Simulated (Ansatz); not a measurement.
1T (CdI2-type) MnBr2, treated with PBEsol-D3(BJ) (PAW; Ansatz, a quantum-chemistry and plane-wave program).

Numerical settings: plane-wave cutoff 520 eV, 12×12×6 k mesh (along the axes of the cell as run), Fermi–Dirac smearing 0.01 eV, spin-polarised with parallel moments, scalar-relativistic PAW data made under PBE.

Energies at three volumes about the minimum:

| V (Å³/atom) | E − E_lowest (meV/atom) |
|---|---|
| 23.798 | 0.82 |
| 24.284 | 0.00 |
| 24.769 | 0.75 |

Fit a parabola by hand: where is the minimum, and what is the bulk modulus?

Slopes: (0.00 − 0.82)/(24.284 − 23.798) = -1.687 and (0.75 − 0.00)/(24.769 − 24.284) = 1.546 meV/Å³. Curvature E″ = 2 × (1.546 − (-1.687))/(24.769 − 23.798) = 6.659 meV/Å⁶. From the middle of the first interval, the slope vanishes at V0 = 24.0410 − (-1.687)/6.659 = 24.294 Å³/atom. B = V0 E″ = 24.294 × 6.659 meV/Å³ × 0.1602 GPa per meV/Å³ = 25.9 GPa. The full Birch–Murnaghan fit to all volumes gives V0 = 24.278 Å³/atom and B0 = 25.9 GPa.

Shape and atoms are relaxed at each volume.

Note: the magnetic order was assumed, not searched for or taken from measurement; the volume lies 7 % below that of the published cell; the bulk modulus comes from volumes at which shape and atoms were relaxed.
